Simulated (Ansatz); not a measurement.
The starting structures come from a database of crystals and need not be the phases stable at ambient conditions.

Tunnelling through a barrier is set by its complex band structure: the current falls as exp(−2κd) with the smallest κ.

Given:

```
Li3VO4
1.0
    4.91455     0.00000     0.00000
    0.00000     8.29277     0.00000
    0.00000     3.53593     4.10120
Li V O
6 2 8
Direct
  0.99009   0.75294   0.91458
  0.49009   0.74706   0.58542
  0.99009   0.24706   0.42046
  0.49009   0.25294   0.07954
  0.98837   0.50000   0.66596
  0.48837   0.00000   0.83404
  0.99899   0.00000   0.16941
  0.49899   0.50000   0.33059
  0.88890   0.77388   0.54630
  0.38890   0.72612   0.95370
  0.88890   0.22612   0.09406
  0.38890   0.27388   0.40594
  0.34864   0.00000   0.17237
  0.84864   0.50000   0.32763
  0.39022   0.50000   0.63307
  0.89022   0.00000   0.86693
```

Space group of this cell: Pmn2_1. The cell is taken as given; by r2SCAN its mean pressure is -1.1 GPa.

Transport runs along the normal of the first two printed cell vectors.

The gap is the functional's own. No spin-orbit coupling. Mid-gap values are interpolated on the energy grid.

Give the band gap and the smallest decay constant κ at mid-gap that Ansatz (an electronic-structure program) with r2SCAN yields.

Gap 4.37 eV on a 6×8×8 mesh; κ = 0.605 1/Å, at (0.000, 0.500) of the in-plane reciprocal vectors. At the zone centre, at the nearest computed energy, the slowest state has κ = 0.61 1/Å.
